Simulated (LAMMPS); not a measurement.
System: a free-standing liquid film of CuAu, 2400 atoms, at 1380 K.

Method: classical MD, pair style eam, the elements' _u3.eam files (universal-3 set of Foiles, Baskes and Daw); code LAMMPS.

```yaml
surface_tension: 0.70 ± 0.02 N/m
excess_potential_energy_of_the_surface: 0.85 J/m²
number_density_in_the_middle: 0.0622 Å⁻³
cost: around 5 core-minutes (rough)
```

Potential: the _u3.eam files of the LAMMPS distribution; the Cu file's header cites Foiles et al, Phys Rev B, 33, 7983 (1986).

Uncertainties are statistical and leave out the potential's own error.

| z (Å) | number density (Å⁻³), Au | number density (Å⁻³), Cu |
|---|---|---|
| -25.55 | 0.0000 | 0.0000 |
| -24.55 | 0.0007 | 0.0003 |
| -23.55 | 0.0088 | 0.0037 |
| -22.54 | 0.0296 | 0.0147 |
| -21.54 | 0.0377 | 0.0266 |
| -20.54 | 0.0284 | 0.0359 |
| -19.54 | 0.0280 | 0.0378 |
| -18.54 | 0.0307 | 0.0309 |
| -17.53 | 0.0317 | 0.0310 |
| -16.53 | 0.0315 | 0.0299 |
| -15.53 | 0.0318 | 0.0304 |
| -14.53 | 0.0312 | 0.0308 |
| -13.53 | 0.0310 | 0.0315 |
| -12.52 | 0.0322 | 0.0303 |
| -11.52 | 0.0314 | 0.0301 |
| -10.52 | 0.0314 | 0.0318 |
| -9.520 | 0.0311 | 0.0303 |
| -8.520 | 0.0316 | 0.0311 |
| -7.510 | 0.0311 | 0.0306 |
| -6.510 | 0.0315 | 0.0311 |
| -5.510 | 0.0308 | 0.0309 |
| -4.510 | 0.0309 | 0.0316 |
| -3.510 | 0.0314 | 0.0307 |
| -2.500 | 0.0313 | 0.0311 |
| -1.500 | 0.0316 | 0.0303 |
| -0.5000 | 0.0323 | 0.0301 |
| 0.5000 | 0.0316 | 0.0301 |
| 1.500 | 0.0307 | 0.0312 |
| 2.500 | 0.0315 | 0.0314 |
| 3.510 | 0.0317 | 0.0307 |
| 4.510 | 0.0303 | 0.0318 |
| 5.510 | 0.0309 | 0.0316 |
| 6.510 | 0.0309 | 0.0313 |
| 7.510 | 0.0312 | 0.0311 |
| 8.520 | 0.0322 | 0.0299 |
| 9.520 | 0.0309 | 0.0311 |
| 10.52 | 0.0300 | 0.0327 |
| 11.52 | 0.0309 | 0.0314 |
| 12.52 | 0.0311 | 0.0316 |
| 13.53 | 0.0298 | 0.0323 |
| 14.53 | 0.0306 | 0.0333 |
| 15.53 | 0.0291 | 0.0324 |
| 16.53 | 0.0290 | 0.0348 |
| 17.53 | 0.0279 | 0.0353 |
| 18.54 | 0.0265 | 0.0389 |
| 19.54 | 0.0261 | 0.0402 |
| 20.54 | 0.0319 | 0.0323 |
| 21.54 | 0.0345 | 0.0204 |
| 22.54 | 0.0165 | 0.0076 |
| 23.55 | 0.0027 | 0.0012 |
| 24.55 | 0.0001 | 0.0001 |
| 25.55 | 0.0000 | 0.0000 |
